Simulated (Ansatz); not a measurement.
LiGeN (P6₃mc, No. 186, 6 atoms in the cell; start mp-1246087): properties by level of theory

```json
[
 {"level (code)": "LDA (Ansatz)", "lattice constant a (Å)": "2.951", "c axis length (Å)": "9.176", "bulk modulus (GPa)": "76.8", "cohesive energy (eV/atom)": "4.59", "band gap (eV)": "1.50"},
 {"level (code)": "PBE (Ansatz)", "lattice constant a (Å)": "3.016", "c axis length (Å)": "9.431", "bulk modulus (GPa)": "65.4", "cohesive energy (eV/atom)": "3.83", "band gap (eV)": "1.45"},
 {"level (code)": "PBEsol (Ansatz)", "lattice constant a (Å)": "2.979", "c axis length (Å)": "9.322", "bulk modulus (GPa)": "72.4", "cohesive energy (eV/atom)": "4.14", "band gap (eV)": "1.46"},
 {"level (code)": "r²SCAN (Ansatz)", "lattice constant a (Å)": "2.987", "c axis length (Å)": "9.354", "bulk modulus (GPa)": "74.4", "cohesive energy (eV/atom)": "3.79", "band gap (eV)": "1.83"}
]
```

Computed values are for a static lattice. Spin–orbit coupling is included only where a level's name says +SOC; with heavier elements it mostly lowers gaps and can invert bands.  Each level is taken at its own relaxed cell. Cutoffs differ between the levels. Ansatz's density-functional and Hartree–Fock values are scalar-relativistic unless marked +SOC, with PAW data made under PBE.

Caveats: the bulk modulus is −V dP/dV from two relaxed cells at ±2 % in volume (LDA, PBE, PBEsol, r²SCAN); the relaxation could not lower the start's symmetry, so the cell can be a saddle point above a distorted one (LDA, PBE, PBEsol, r²SCAN). Ansatz's density-functional and Hartree–Fock values are scalar-relativistic unless marked +SOC, with PAW data made under PBE.

Free atoms are spin-polarised, in the lowest state found; at levels without +SOC their spin–orbit coupling is left out.

Static lattice: no zero-point or thermal effects.

A start named mp-… is a Materials Project structure, which need not be a measured phase.

Ansatz is a first-principles code.
